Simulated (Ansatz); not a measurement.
**Zr: response to strain**

Base system: Zr in the hcp (Mg type) structure (space group P6_3/mmc, No. 194; a = 3.2443 Å, c = 5.1580 Å; relaxed with 0.1 eV smearing). Axes: x lies along a and z along c of the hexagonal cell.

Strains are applied to the cell and any free atomic positions relax; under biaxial strain the out-of-plane vector relaxes too.

Calculations: r2SCAN, PAW, 500 eV (Ansatz, a quantum-chemistry and plane-wave program; no spin-orbit coupling).

Notes on the quantities. energy relative to the base: free energy F; pressure: mean of the normal stresses, compression positive.

```json
[
 {"case": "base", "energy relative to the base": "0 meV/atom", "volume per atom": "23.51 Å³", "pressure": "0.0 GPa", "space group": "P6_3/mmc (No. 194)"},
 {"case": "biaxial strain −2.52 %, plane normal [001], relaxed out of plane", "energy relative to the base": "–", "volume per atom": "22.80 Å³", "pressure": "(withheld)", "space group": "P6_3/mmc (No. 194)"},
 {"case": "isotropic strain +0.89 %", "energy relative to the base": "+4.8 meV/atom", "volume per atom": "24.14 Å³", "pressure": "(withheld)", "space group": "P6_3/mmc (No. 194)"},
 {"case": "isotropic strain +1.25 %", "energy relative to the base": "+9.5 meV/atom", "volume per atom": "24.40 Å³", "pressure": "-3.3 GPa", "space group": "P6_3/mmc (No. 194)"},
 {"case": "isotropic strain +4.03 %", "energy relative to the base": "+93 meV/atom", "volume per atom": "26.47 Å³", "pressure": "-9.2 GPa", "space group": "P6_3/mmc (No. 194)"},
 {"case": "uniaxial strain ε_xx = −5.23 %", "energy relative to the base": "+32 meV/atom", "volume per atom": "22.28 Å³", "pressure": "(withheld)", "space group": "Cmcm (No. 63)"},
 {"case": "uniaxial strain ε_xx = +5.71 %", "energy relative to the base": "+31 meV/atom", "volume per atom": "24.85 Å³", "pressure": "-4.7 GPa", "space group": "Cmcm (No. 63)"},
 {"case": "uniaxial strain ε_zz = +1.29 %", "energy relative to the base": "+2.0 meV/atom", "volume per atom": "23.81 Å³", "pressure": "-1.2 GPa", "space group": "P6_3/mmc (No. 194)"},
 {"case": "tensor shear ε_xy = −2.07 %", "energy relative to the base": "+4.8 meV/atom", "volume per atom": "23.50 Å³", "pressure": "0.0 GPa", "space group": "P2_1/m (No. 11)"}
]
```

### Question
What belongs in the blanks?

### Answer

- biaxial strain −2.52 %, plane normal [001], relaxed out of plane, pressure: 2.9 GPa
- isotropic strain +0.89 %, pressure: -2.4 GPa
- uniaxial strain ε_xx = −5.23 %, pressure: 5.3 GPa

Stability against distortions was not tested. The final runs are not spin-polarised.
